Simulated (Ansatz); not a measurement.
## Fermi-surface data of Nb (I4/mmm)

Input:

```
CELL_PARAMETERS angstrom
     -1.63102     1.63102     1.65198
      1.63102    -1.63102     1.65198
      1.63102     1.63102    -1.65198
ATOMIC_POSITIONS crystal
  Nb 0.00000 0.00000 0.00000
```

Method: PBEsol, rigid bands (plane waves, PAW, scalar-relativistic; Ansatz, a first-principles code). Condition of this run: uniaxial stress zz = -2 GPa (compression positive) (the target of the relaxation). How the cell was made: cell and atoms relaxed with PBEsol, then loaded as said.

```json
{
 "density of states at the Fermi level": "1.43 states/(eV·cell), both spins",
 "bare Sommerfeld coefficient": "3.4 mJ/(mol of atoms·K²)",
 "drude_plasma_energy": "9.4 eV",
 "root-mean-square Fermi velocity": "6.4e5 m/s",
 "resistivity times τ": "5.5 (x), 5.5 (y), 5.7 (z) ×10⁻²² Ω·m·s",
 "resistivity_times_mean_free_path": "3.8 ×10⁻¹⁶ Ω·m²"
}
```

A metal at this level (no band gap); rigid bands, thermally averaged at 300 K, both spins. Spin-orbit coupling is left out. τ is one relaxation time for all states; the product of resistivity and mean free path takes one path for all states instead.
